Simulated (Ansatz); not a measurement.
Worked example: self-consistent single point of LaSi2Ag2 (I4mm, 5 atoms in the cell) in Ansatz (a quantum-chemistry and plane-wave program).

Method of the run: LDA (PW92), harder PAW files (source: ansatz) made with PBE (plane waves; Ansatz).

```
CELL_PARAMETERS angstrom
     -2.16323     2.16323     5.35603
      2.16323    -2.16323     5.35603
      2.16323     2.16323    -5.35603
ATOMIC_POSITIONS crystal
  La 0.00467 0.00467 0.00000
  Si 0.60961 0.60961 0.00000
  Si 0.39039 0.39039 0.00000
  Ag 0.25000 0.75000 0.50000
  Ag 0.75000 0.25000 0.50000
```

Reference input (self-consistent single point, DFT, LDA (PW92), plane waves, default PAW files made with PBE): basis.ecutwfc = 420 eV; kpoints.mp_grid.grid = 7 7 7; hamiltonian.xc = lda; hamiltonian.pseudopotentials = {kind: paw} (the program's default PAW files); scf.occupations.method = fermi_dirac; scf.occupations.width = 0.1 eV. This run's input differs from it in these lines:

Ansatz 0.2 input:
```diff
@@ -13,3 +13,3 @@
 basis:
-  ecutwfc: 420.0 eV
+  ecutwfc: 600.0 eV
 kpoints:
@@ -18,3 +18,3 @@
   xc: lda
-  pseudopotentials: { kind: paw }
+  pseudopotentials: { kind: paw, source: ansatz }
 scf:
```

The program printed (abridged):

```
SCF iter   1: F=—  HF=-22272.767113 eV  |F-HF|=—  |Δ(HF+E_count)|=         —  Δρ=3.48e-1  dr2=3.06e2  ethr=3.10e-3  ⟨swp⟩=9.3  Hψ=15203  notcnv=0
all-band conjugate gradients solve this SCF's bands
automatic band count: the SCF goes on with 41 bands, as 35 were too few: the levels above may hold too much charge
preconditioner: auto → Kerker (q_TF=auto, 2.483 Å⁻¹)
   [... lines left out ...]
SCF iter   9: F=—  HF=-22260.415335 eV  |F-HF|=—  |Δ(HF+E_count)|=   1.51e-3  Δρ=7.75e-4  dr2=1.52e-3  ethr=9.74e-6  ⟨swp⟩=2.2  Hψ=2141  notcnv=0  defer=50
SCF iter  10: F=—  HF=-22260.414776 eV  |F-HF|=—  |Δ(HF+E_count)|=   5.59e-4  Δρ=1.05e-4  dr2=2.32e-5  ethr=2.67e-6  ⟨swp⟩=2.1  Hψ=2497  notcnv=0  defer=48
SCF iter  11: F=—  HF=-22260.414763 eV  |F-HF|=—  |Δ(HF+E_count)|=   1.34e-5  Δρ=1.96e-5  dr2=7.18e-7  ethr=4.06e-8  ⟨swp⟩=2.7  Hψ=2634  notcnv=0  defer=43
SCF iter  12: F=-22260.414762 eV  HF=-22260.414762 eV  |F-HF|=5.67e-8  |Δ(HF+E_count)|=   1.77e-7  Δρ=5.43e-6  dr2=5.65e-8  ethr=1.75e-10  ⟨swp⟩=13.0  Hψ=9751  notcnv=0
SCF 1 converged in 12 iterations: F = -22260.414762 eV  dr2 = 5.65e-8
Free energy (F): -22260.414762 eV
Internal energy: -22260.368867 eV  (E = F + TS)
E sigma→0 (E₀):  -22260.391814 eV
Entropy (-TS):   -0.045896 eV (-9.179 meV/atom)
Fermi energy:    13.344475 eV
--- Forces (eV/Å), atoms counted from 1 ---
  atom   1  La     0.00000000     0.00000000    -0.21096577
  atom   2  Si     0.00000000     0.00000000     0.38459725
  atom   3  Si    -0.00000000     0.00000000    -0.34420442
  atom   4  Ag    -0.00000000    -0.00000000     0.08527358
  atom   5  Ag     0.00000000    -0.00000000     0.08527358
--- Stress (GPa, compression-positive) ---
       -7.021370       0.000000      -0.000000
        0.000000      -7.021370      -0.000000
       -0.000000       0.000000      -7.107204
  P = ⅓ Tr σ = -7.0500 GPa (-70.500 kbar)
  The stress holds the Pulay correction. Without it, at fixed plane waves, as pw.x and ABINIT print it: P = -7.0554 GPa
```

The run converged in 12 iterations. Against the reference run the pressure hardly changes (-7.06 to -7.05 GPa) and the largest force moves little (0.382 to 0.385 eV/Å).

The starting cell comes from a database of computed structures (which also holds hypothetical and non-ambient phases and stackings), without a prior relaxation at this level. Its lattice was rescaled by up to half a per cent. One atom was moved a little off its site on purpose. Ansatz's pressure includes its estimate of the finite-basis (Pulay) stress.

Cost on one core of a shared machine: roughly 30 s.
